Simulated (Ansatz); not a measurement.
## How the band gap of SnI4 (P-43m, No. 215, 5 atoms in the cell; start mp-571436; a measured phase of this formula has another space group) moves with the method

No measured value is used here.

Put these levels in order of the band gap that they give for SnI4 (P-43m, No. 215, 5 atoms in the cell; start mp-571436; a measured phase of this formula has another space group), smallest first: HSE06 (Ansatz, an electronic-structure program), PBE0 (Ansatz), PBEsol (Ansatz), PBEsol+SOC (Ansatz), dielectric-dependent PBEsol hybrid (Ansatz).

PBEsol+SOC (0.32 eV), PBEsol (0.56 eV), HSE06 (1.49 eV), dielectric-dependent PBEsol hybrid (1.68 eV), PBE0 (2.16 eV)

Computed values are for a static lattice. Spin–orbit coupling is included only where a level's name says +SOC; with heavier elements it mostly lowers gaps and can invert bands.  Values are at the PBE-D3(BJ) cell. Cutoffs and k meshes differ between the levels. Ansatz's density-functional and Hartree–Fock values are scalar-relativistic unless marked +SOC, with PAW data made under PBE.

A start named mp-… is a Materials Project structure, which need not be a measured phase.
